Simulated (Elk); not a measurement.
Elk run on LaTe (Fm-3m, 2 atoms in the cell): self-consistent single point.

Computed with PBEsol, all-electron FP-LAPW, Elk's shipped species files, APW+lo basis with extra local orbitals run with Elk 10.2.4.

```
LaTe
1.0
    0.00000     3.24713     3.24713
    3.24713     0.00000     3.24713
    3.24713     3.24713     0.00000
La Te
1 1
Direct
  0.00000   0.00000   0.00000
  0.50000   0.50000   0.50000
```

Reference input (self-consistent single point, DFT, LDA (PW92), all-electron FP-LAPW, Elk's shipped species files, APW+lo basis with extra local orbitals): xctype = 3; rgkmax = 8; stype = 3; swidth = 0.00499791 Ha; ngridk = 9 9 9; tforce = true; gmaxvr = 18 1/bohr; lmaxapw = 10; lmaxo = 8; nxlo = 2; lorbcnd = true; lradstp = 2. This run's input differs from it in these lines:

```diff
@@ -4,3 +4,3 @@
 xctype
-  3
+  22
```

The program printed (abridged):

```
│ Self-consistent loop started │
│ Loop number : 1 │
 total energy                :     -15304.2709120
│ Loop number : 2 │
 total energy                :     -15304.1119904
RMS change in Kohn-Sham potential (target) :   0.8632749454E-01 (  0.1000000000E-05)
Absolute change in total energy (target)   :   0.1589215698     (  0.1000000000E-03)
│ Loop number : 3 │
 total energy                :     -15303.3551031
RMS change in Kohn-Sham potential (target) :   0.8228560486E-01 (  0.1000000000E-05)
Absolute change in total energy (target)   :   0.7966176869     (  0.1000000000E-03)
│ Loop number : 4 │
   [... lines left out ...]
Absolute change in total energy (target)   :   0.5304075657E-03 (  0.1000000000E-03)
│ Loop number : 14 │
 total energy                :     -15288.5637711
RMS change in Kohn-Sham potential (target) :   0.2760301677E-07 (  0.1000000000E-05)
Absolute change in total energy (target)   :   0.1556848511E-03 (  0.1000000000E-03)
│ Loop number : 15 │
 total energy                :     -15288.5637667
RMS change in Kohn-Sham potential (target) :   0.9488472788E-08 (  0.1000000000E-05)
Absolute change in total energy (target)   :   0.4331994205E-04 (  0.1000000000E-03)
Convergence targets achieved

│ Loop number : 16 │

Energies :
 Fermi                       :     0.306878636360
 total energy                :     -15288.5637661

Density of states at Fermi energy :    36.55640614
 (states/Hartree/unit cell)

Estimated indirect band gap :   0.7218673714E-03
 from k-point     27 to k-point      1
Estimated direct band gap   :   0.2496008931E-01
 at k-point      6

Charges :
 core                        :    82.00000000
 valence                     :    27.00000000
 interstitial                :    4.362184378
 muffin-tins (core leakage)
  species :    1 (La)
   atom    1                 :    54.54738470     (  0.2258459374E-03)
  species :    2 (Te)
   atom    1                 :    50.09043092     (  0.4088852171E-03)
 total in muffin-tins        :    104.6378156
   [... lines left out ...]
   total force               :    -0.00000000    0.00000000    0.00000000
   total magnitude           :     0.00000000
 species :    2 (Te)
  atom :    1
   Hellmann-Feynman          :    -0.00000000    0.00000000   -0.00000000
   IBS                       :     0.00000000   -0.00000000    0.00000000
   total force               :     0.00000000   -0.00000000    0.00000000
   total magnitude           :     0.00000000
```

The run converged in 16 iterations. The count includes the last loop, which Elk runs after its targets are met. 

The starting cell comes from a database of computed structures (which also holds hypothetical and non-ambient phases and stackings), without a prior relaxation at this level. Spin-orbit coupling is off. Values depend on the basis (sphere radii, cutoffs, local orbitals), which need not be converged. The log's line on a gap gives a spacing of levels on this mesh, which the program prints for metals too.
